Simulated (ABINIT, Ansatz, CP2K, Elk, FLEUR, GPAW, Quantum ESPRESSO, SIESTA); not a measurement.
## Code comparison for Bi (R-3m, 2 atoms in the cell)

Self-consistent single point, at a second geometry (lattice scaled by 0.98). First geometry:

```yaml
crystal:
  lattice:
    - [4.16582, -2.27500, 0.00000]
    - [4.16582, 2.27500, 0.00000]
    - [2.92342, 0.00000, 3.73943]
  atoms:
    - { symbol: Bi, position: [0.23400, 0.23400, 0.23400] }
    - { symbol: Bi, position: [0.76600, 0.76600, 0.76600] }
```

Shared settings, as Ansatz (an electronic-structure program) writes them: kpoints.mp_grid.grid = 6 6 6; scf.occupations.method = fermi_dirac; scf.occupations.width = 0.1 eV. Potentials and cutoffs stand in the table.

```json
[
 {"code": "GPAW", "model": "PBE, GPAW PAW datasets PBE (gpaw-data 1.0.1)", "ΔF from the first geometry (meV/atom)": "41.9", "pressure (GPa)": "5.05", "largest force (eV/Å)": "0.353", "cutoff": "550 eV"},
 {"code": "Quantum ESPRESSO", "model": "PBE, PseudoDojo standard norm-conserving (PBE) pseudopotentials", "ΔF from the first geometry (meV/atom)": "41.8", "pressure (GPa)": "5.05", "largest force (eV/Å)": "0.365", "cutoff": "70 Ry"},
 {"code": "CP2K", "model": "PBE, GPW, DZVP-MOLOPT-SR-GTH basis, GTH-PBE potentials (GTH_POTENTIALS)", "ΔF from the first geometry (meV/atom)": "46.7", "pressure (GPa)": "5.48", "largest force (eV/Å)": "0.311", "cutoff": "grid 400 Ry"},
 {"code": "Ansatz", "model": "PBE, default PAW files", "ΔF from the first geometry (meV/atom)": "42.7", "pressure (GPa)": "5.11", "largest force (eV/Å)": "0.359", "cutoff": "default"},
 {"code": "Elk", "model": "PBE, all-electron FP-LAPW, Elk's shipped species files, APW+lo basis with extra local orbitals", "ΔF from the first geometry (meV/atom)": "48.6", "pressure (GPa)": "–", "largest force (eV/Å)": "–", "cutoff": "rgkmax 8"},
 {"code": "SIESTA", "model": "GGA PBE, numerical atomic orbitals DZP, PseudoDojo PBE standard norm-conserving potentials (rewritten from UPF to PSML)", "ΔF from the first geometry (meV/atom)": "50.5", "pressure (GPa)": "5.88", "largest force (eV/Å)": "0.518", "cutoff": "grid 350 Ry"},
 {"code": "FLEUR", "model": "PBE, all-electron FLAPW (FLEUR), scalar-relativistic valence", "ΔF from the first geometry (meV/atom)": "44.4", "pressure (GPa)": "–", "largest force (eV/Å)": "0.376", "cutoff": "Kmax 3.8 1/bohr"},
 {"code": "ABINIT", "model": "PBE, norm-conserving pseudopotentials (PseudoDojo nc-sr-05 PBE standard)", "ΔF from the first geometry (meV/atom)": "41.8", "pressure (GPa)": "5.02", "largest force (eV/Å)": "0.365", "cutoff": "66 Ry"}
]
```

A dash marks a value that a program does not give, or that is left out as unsure.

On Ansatz's run: spin-orbit coupling is off.

The spread over the programs that give each value: ΔF from the first geometry within 8.7 meV/atom; pressure within 0.86 GPa; largest force within 0.207 eV/Å.

CP2K and SIESTA use small atom-centred bases, whose incompleteness enters pressures, forces and empty levels differently from a plane-wave cutoff. Elk and FLEUR treat all electrons, but the usual bases taken here (sphere radii, linearisation, local orbitals, empty states) were not tested for convergence, so the values are no reference for the others. Ansatz's pressure is given at a fixed set of plane waves, as the other plane-wave codes print theirs; with its correction for the finite basis it is 5.14 GPa. In the force vectors, SIESTA (by 0.156) lies more than 0.08 eV/Å from the median of the plane-wave programs.

The starting cell has typed, rounded lattice constants, without a prior relaxation at this level. For this run, on top of that: lattice scaled by 0.98.

Keys are those of Ansatz 0.2.
